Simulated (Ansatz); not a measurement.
Gap of an H-capped Ge nanowire along [110], 6 atoms a period besides the caps at several levels, all on one geometry.

Levels: PBE (plane waves to 420 eV, PAW; Ansatz, a program for electronic structure); PBE with spin-orbit coupling run with Ansatz; r2SCAN (plane waves to 500 eV, PAW; Ansatz); HSE06 (Ansatz). Unmarked values and the geometry are of the first. Mesh 1×1×8. No spin polarisation. It repeats along c; a and b span vacuum. An idealised model, cut from the bulk lattice. Symmetry and one short period hold its shape; lower forms weren't sought. Values not marked SOC lack spin–orbit coupling. HSE06 ran on a 1×1×5 mesh and at PBE's edge points.

| level | gap (eV) |
|---|---|
| PBE | 2.28 |
| PBE+SOC | 2.27 |
| r2SCAN | 2.58 |
| HSE06 | [?] |

Q: Fill in the missing entries.

A: 
- HSE06, gap (eV): 3.09
